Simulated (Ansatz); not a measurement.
The parent structure is SiC in the zinc blende structure (space group F-43m, No. 216; a = 4.3563 Å). Axes: x, y, z lie along the cube axes.

Calculations: r2SCAN, PAW, 500 eV (Ansatz, a first-principles code; without spin-orbit coupling).

Strains are applied to the cell and any free atomic positions relax; under biaxial strain the out-of-plane vector relaxes too.

One change was made to it. Results:

```csv
quantity,base,after
energy relative to the base (free energy F),0 meV/atom,+36 meV/atom
"pressure (mean of the normal stresses, compression positive)",0.00 GPa,13.02 GPa
```

**Question.** Name the change that was made.
A) tensor shear ε_xy = +3.31 %
B) biaxial strain −1.21 %, plane normal [001], relaxed out of plane
C) uniaxial strain ε_xx = −5.14 %
D) uniaxial strain ε_zz = +0.97 %
E) uniaxial strain ε_yy = +4.81 %

**Answer.** C, uniaxial strain ε_xx = −5.14 %. For comparison, the pressure in the other runs: uniaxial strain ε_yy = +4.81 % gives -9.86 GPa; biaxial strain −1.21 %, plane normal [001], relaxed out of plane gives 3.88 GPa; uniaxial strain ε_zz = +0.97 % gives -2.16 GPa; tensor shear ε_xy = +3.31 % gives 0.70 GPa.

Whether these cells are dynamically stable was not tested.
